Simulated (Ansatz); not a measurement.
Base system: CdSe in the zinc blende structure (space group F-43m, No. 216; a = 6.1963 Å).

Computed with Kohn–Sham DFT with the PBE functional, run in Ansatz (a quantum-chemistry and plane-wave program) with PAW and 420 eV plane waves, scalar-relativistic without spin-orbit coupling.

Base values:

```
Property           Result
---------------  --------
Volume per atom  29.74 Å³
Band gap          0.49 eV
```

Now apply this change: hydrostatic tension (pressure −1 GPa).

**Question.** Estimate the effect on the volume per atom and band gap.

**Answer.** The volume per atom increases by 0.71 Å³ (29.74 Å³ → 30.45 Å³); the band gap decreases by 0.049 eV to 0.45 eV.

Load acts through the strain it causes; cell and atoms are relaxed under it. Stability against distortions was not tested.
